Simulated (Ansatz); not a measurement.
Habitual settings against a tight run: CdAg3 (Pm-3m, 4 atoms in the cell)

Self-consistent single point.

```
CELL_PARAMETERS angstrom
      4.24178     0.00000     0.00000
      0.00000     4.24178     0.00000
      0.00000     0.00000     4.24178
ATOMIC_POSITIONS crystal
  Cd 0.00000 0.00000 0.00000
  Ag 0.00000 0.50000 0.50000
  Ag 0.50000 0.00000 0.50000
  Ag 0.50000 0.50000 0.00000
```

Computed with PBEsol, default PAW files made with PBE (plane waves; Ansatz, a program for electronic structure).

Base settings: basis.ecutwfc = 30.9 Ry; kpoints.mp_grid.grid = 8 8 8; hamiltonian.xc = pbesol; hamiltonian.pseudopotentials = {kind: paw} (the program's default PAW files); scf.occupations.method = gaussian; scf.occupations.width = 0.0073 Ry.

Tight run (finer mesh or higher cutoff; not a proven limit): basis.ecutwfc: 30.9 Ry → 43.4 Ry; kpoints.mp_grid.grid: 8 8 8 → 11 11 11; scf.convergence.dr2_threshold: default (1e-07 eV) → 1e-09 eV. It gave Fermi level (on the code's own zero) 15.33 eV; pressure -8.03 GPa.

Quick runs, as changes from the base:
- A: the base itself
- B: basis.ecutwfc: 30.9 Ry → 18.4 Ry; kpoints.mp_grid.grid: 8 8 8 → 3 3 3; kpoints.mp_grid.shift: default → 0.5 0.5 0.5
- C: basis.ecutwfc: 30.9 Ry → 15.4 Ry; hamiltonian.xc: pbesol → lda [LDA (PW92)]
- D: basis.ecutwfc: 30.9 Ry → 18.4 Ry; kpoints.mp_grid.grid: 8 8 8 → 6 6 6
- E: kpoints.mp_grid.grid: 8 8 8 → 4 4 4; scf.occupations.method: gaussian → fermi_dirac; scf.occupations.width: 0.0073 Ry → 0.01 Ry; scf.convergence.dr2_threshold: default (1e-07 eV) → 0.001 eV
- F: basis.ecutwfc: 30.9 Ry → 24.6 Ry; kpoints.mp_grid.grid: 8 8 8 → 6 6 6

Energies are extrapolated to zero smearing width, which holds to low order in the width alone.

Dashes: energy of C, another energy zero.

† marks runs with another functional, U, potentials or spin treatment: their distance from the tight run is not a convergence error alone.

The count of work is k-points × plane waves × bands × iterations; it is no time. 

Pressures in the table are Ansatz's without its Pulay estimate, at a fixed set of plane waves; the tight run's value above holds the estimate.

The starting cell comes from a database of computed structures (which also holds hypothetical and non-ambient phases and stackings), without a prior relaxation at this level. Its lattice was rescaled by a random factor within 2.5 % of one. In the base run, with a pressure of about -8 GPa the cell is away from its equilibrium volume at this level.

| run | energy less tight (meV/atom) | pressure less tight (GPa) | count of work / tight |
|---|---|---|---|
| A | 6.2 | 0.02 | 0.25 |
| B | 1386.8 | -84.76 | 0.015 |
| C† | – | -352.75 | 0.11 |
| D | 1336.5 | -82.77 | 0.087 |
| E | -8.5 | 0.01 | 0.073 |
| F | 27.3 | -1.99 | 0.12 |

Among the runs at the tight run's level, the energy misses run from 6.2 to 1386.8 meV/atom.

Keys are those of Ansatz 0.2.
